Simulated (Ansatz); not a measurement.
Levels about the gap of amorphous Hf18O38Sn (57 atoms in a cell of 740 Å³, 8.84 g/cm³; zone centre alone, so wide bands show as single levels with stretches between that a denser mesh fills), at the geometry that PBE relaxed, where it gives -3.6 GPa on a denser mesh. The participation number counts the atoms over which a state spreads; weights are charges in smoothed Voronoi cells. The levels come from a single point, so bond lengths are those of that geometry. Method of the levels: PBE, scalar-relativistic without spin-orbit coupling (Ansatz, a quantum-chemistry and plane-wave program). Sampling: the zone centre alone; Fermi-Dirac width 0.02 eV; no spin polarisation. At PBE the levels at the filled edge of the gap are localised (band-tail or defect states), and the nearest spread-out levels lie 3.7 eV apart at the zone centre.

Preparation: random packing, a CHGNet melt and quench, and a DFT relaxation. O atoms were pushed apart under 1.9 Å during the dynamics, to hinder bonds among them. The hot cell started wider than the set density and was brought back towards it in steps. It is the lowest in DFT energy of 2 quenches. It is a model cell: composition and starting density were chosen by hand, and all elements were melted together. No dispersion term was used. Its density started from a set value of 8.84 and ended at 8.84 g/cm³. Cooling (nominally 380 K/ps over its main leg) ran many orders faster than in experiment, which tends to leave more defects and strain. A cell of this size samples the disorder only roughly. The volume was held where the preparation left it and the shape relaxed, at a PBE pressure of -3.6 GPa (tension). Stress components on the final sampling reach 3.7 GPa.

```
E - E(highest filled), eV  filling  participation number        largest on  weight O  weight Hf  weight Sn
-------------------------  -------  --------------------  ----------------  --------  ---------  ---------
-0.47                       filled                  12.6   O, 3 neighbours      0.94       0.05       0.00
-0.46                       filled                  20.4   O, 3 neighbours      0.95       0.05       0.00
-0.39                       filled                   8.1   O, 2 neighbours      0.94       0.06       0.00
-0.38                       filled                   9.7   O, 3 neighbours      0.95       0.05       0.00
-0.35                       filled                  17.7   O, 3 neighbours      0.95       0.05       0.00
-0.16                       filled                   9.3   O, 3 neighbours      0.95       0.05       0.00
0.00                        filled                   7.2   O, 3 neighbours      0.96       0.04       0.00
3.35                         empty                  17.3  Sn, 6 neighbours      0.52       0.30       0.18
3.75                         empty                  20.2  Hf, 6 neighbours      0.41       0.57       0.01
3.87                         empty                  33.1  Hf, 7 neighbours      0.41       0.54       0.05
3.96                         empty                  28.8  Hf, 7 neighbours      0.46       0.51       0.02
4.12                         empty                  25.5  Hf, 7 neighbours      0.38       0.61       0.00
4.18                         empty                  31.8  Hf, 7 neighbours      0.42       0.57       0.01
4.26                         empty                  24.9  Hf, 6 neighbours      0.37       0.63       0.00
```

Most localised among these is the filled level at +0.00 eV, on a O atom, which has 3 neighbours (Hf 1.99 Å, Hf 2.04 Å, Hf 2.31 Å).
